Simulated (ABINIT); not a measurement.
Band structure of LiBr (Fm-3m, 2 atoms in the cell).

```yaml
crystal:
  lattice:
    - [0.00000, 2.75000, 2.75000]
    - [2.75000, 0.00000, 2.75000]
    - [2.75000, 2.75000, 0.00000]
  atoms:
    - { symbol: Li, position: [0.00000, 0.00000, 0.00000] }
    - { symbol: Br, position: [0.50000, 0.50000, 0.50000] }
```

Method: PBE, PAW (JTH v2.0 PBE PAW) (plane waves; ABINIT).

Settings: pseudos = [Li.GGA_PBE-JTH.xml, Br.GGA_PBE-JTH.xml]; ecut = 40 Ry; pawecutdg = 80 Ry; pawxcdev = 0; occopt = 3; tsmear = 0.05 eV; ngkpt = 10 10 10; nshiftk = 1; shiftk = 0 0 0; potentials = JTH v2.0 PBE PAW; kptopt = 1; nstep = 50; tolvrs1 = 1e-11.

The starting cell has typed, rounded lattice constants, without a prior relaxation at this level.

Q: Predict the gap along the standard path and the places of the band edges.

A: The gap along the path is 4.93 eV, direct at Γ to within 0.01 eV.

Levels in eV from the top of the valence band on the SCF mesh, bands 2 to 9:
| point | 2 | 3 | 4 | 5 | 6 | 7 | 8 | 9 |
|---|---|---|---|---|---|---|---|---|
| Γ | -13.44 | 0.00 | 0.00 | 0.00 | 4.93 | 10.53 | 10.53 | 10.53 |
| X | -12.78 | -2.88 | -1.14 | -1.14 | 6.23 | 7.12 | 11.62 | 12.45 |
| W | -12.78 | -2.14 | -2.14 | -1.14 | 8.01 | 8.57 | 9.46 | 9.46 |
| K | -12.80 | -2.49 | -1.85 | -0.86 | 6.63 | 8.73 | 10.31 | 10.58 |
| L | -12.97 | -2.88 | -0.26 | -0.26 | 5.61 | 8.10 | 8.10 | 11.76 |
| U | -12.80 | -2.49 | -1.85 | -0.86 | 6.63 | 8.73 | 10.31 | 10.58 |
